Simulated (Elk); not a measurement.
Worked example: self-consistent single point of Na (Im-3m, 1 atom in the cell) in Elk.

Method: Elk with PBE, all-electron FP-LAPW, Elk's shipped species files, LAPW+lo basis.

The change in words: lattice scaled by 0.98. Reference geometry:
```xyz
1
Lattice="-2.1300 2.1300 2.1300 2.1300 -2.1300 2.1300 2.1300 2.1300 -2.1300" Properties=species:S:1:pos:R:3 pbc="T T T"
Na     0.0000     0.0000     0.0000
```

Reference input (self-consistent single point, DFT, PBE, all-electron FP-LAPW, Elk's shipped species files, LAPW+lo basis): xctype = 20; rgkmax = 7.5; swidth = 0.00367493 Ha; ngridk = 9 9 9; gmaxvr = 16 1/bohr; nxoapwlo = 1; maxscl = 100. This run's input differs from it in these lines:

```diff
@@ -22,5 +22,5 @@
 avec
-   -4.0251166455    4.0251166455    4.0251166455
-    4.0251166455   -4.0251166455    4.0251166455
-    4.0251166455    4.0251166455   -4.0251166455
+   -3.9446143125    3.9446143125    3.9446143125
+    3.9446143125   -3.9446143125    3.9446143125
+    3.9446143125    3.9446143125   -3.9446143125
```

Log, with long lists cut:

```
│ Self-consistent loop started │
│ Loop number : 1 │
 total energy                :     -162.638574614
│ Loop number : 2 │
 total energy                :     -162.636517050
RMS change in Kohn-Sham potential (target) :    1.071857543     (  0.1000000000E-05)
Absolute change in total energy (target)   :   0.2057563996E-02 (  0.1000000000E-03)
│ Loop number : 3 │
 total energy                :     -162.550950296
RMS change in Kohn-Sham potential (target) :   0.5683679017     (  0.1000000000E-05)
Absolute change in total energy (target)   :   0.8608114458E-01 (  0.1000000000E-03)
│ Loop number : 4 │
   [... lines left out ...]
Absolute change in total energy (target)   :   0.6810521100E-03 (  0.1000000000E-03)
│ Loop number : 10 │
 total energy                :     -162.463354413
RMS change in Kohn-Sham potential (target) :   0.6463507548E-05 (  0.1000000000E-05)
Absolute change in total energy (target)   :   0.1769585286E-03 (  0.1000000000E-03)
│ Loop number : 11 │
 total energy                :     -162.463350090
RMS change in Kohn-Sham potential (target) :   0.6237340164E-06 (  0.1000000000E-05)
Absolute change in total energy (target)   :   0.4856280171E-04 (  0.1000000000E-03)
Convergence targets achieved

│ Loop number : 12 │

Energies :
 Fermi                       :     0.168243109269E-01
 total energy                :     -162.463350430

Density of states at Fermi energy :    10.55225494
 (states/Hartree/unit cell)

Estimated indirect band gap :   0.7370512349E-02
 from k-point     23 to k-point      5
Estimated direct band gap   :   0.1351299680
 at k-point     23

Charges :
 core                        :    2.000000000
 valence                     :    9.000000000
 interstitial                :   0.9555718109
 muffin-tins (core leakage)
  species :    1 (Na)
   atom    1                 :    10.04442819     (  0.6661338148E-15)
 total in muffin-tins        :    10.04442819
 total calculated charge     :    10.99963432
 total charge                :    11.00000000
 error                       :   0.3656835575E-03

│ Self-consistent loop stopped │
```

The run converged in 12 iterations. The count includes the last loop, which Elk runs after its targets are met. Against the reference run the free energy drops by 2.3 meV/atom.

The starting cell has typed, rounded lattice constants, without a prior relaxation at this level. For this run, on top of that: lattice scaled by 0.98. Values depend on the basis (sphere radii, cutoffs, local orbitals), which need not be converged. The log's line on a gap gives a spacing of levels on this mesh, which the program prints for metals too.
